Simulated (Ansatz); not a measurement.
Band structure of LaPt₅ (P6/mmm, 6 atoms in the cell).

```yaml
crystal:
  lattice:
    - [5.42855, 0.00000, 0.00000]
    - [-2.71428, 4.70126, 0.00000]
    - [0.00000, 0.00000, 4.39333]
  atoms:
    - { symbol: La, position: [0.00000, 0.00000, 0.00000] }
    - { symbol: Pt, position: [0.33333, 0.66667, 0.00000] }
    - { symbol: Pt, position: [0.66667, 0.33333, 0.00000] }
    - { symbol: Pt, position: [0.50000, 0.00000, 0.50000] }
    - { symbol: Pt, position: [0.50000, 0.50000, 0.50000] }
    - { symbol: Pt, position: [0.00000, 0.50000, 0.50000] }
```

Level of theory: LDA (PW92), PAW files made with PBE (plane waves; Ansatz, a quantum-chemistry and plane-wave program).

Settings: kpoints.mp_grid.grid = 6 6 7; hamiltonian.xc = lda; hamiltonian.pseudopotentials = {kind: paw} (the program's default PAW files); scf.occupations.method = gaussian; scf.occupations.width = 0.0073 Ry; kpoints.band_path.npoints = 8.

The starting cell comes from a database of computed structures (which also holds hypothetical and non-ambient phases and stackings), without a prior relaxation at this level. Spin-orbit coupling is off. Spin polarisation is off.

Levels in eV from the Fermi level, bands 47 to 54:
```json
[
 {"point": "Γ", "47": "-1.26", "48": "0.03", "49": "0.50", "50": "0.50", "51": "0.59", "52": "0.99", "53": "1.77", "54": "1.77"},
 {"point": "M", "47": "-1.58", "48": "-1.51", "49": "-1.40", "50": "-1.21", "51": "0.14", "52": "0.49", "53": "2.25", "54": "2.31"},
 {"point": "K", "47": "-1.66", "48": "-1.48", "49": "-1.12", "50": "-1.12", "51": "-0.52", "52": "0.49", "53": "1.79", "54": "2.33"},
 {"point": "A", "47": "-0.78", "48": "-0.78", "49": "-0.03", "50": "-0.03", "51": "0.50", "52": "0.50", "53": "0.59", "54": "0.61"},
 {"point": "L", "47": "-1.53", "48": "-0.92", "49": "-0.89", "50": "-0.67", "51": "-0.29", "52": "0.47", "53": "0.73", "54": "2.01"},
 {"point": "H", "47": "-1.31", "48": "-1.31", "49": "-1.06", "50": "-0.44", "51": "-0.44", "52": "0.70", "53": "0.70", "54": "0.98"}
]
```

Bands cross the Fermi level along this path, so the cell is metallic at this level.

Keys are those of Ansatz 0.2.
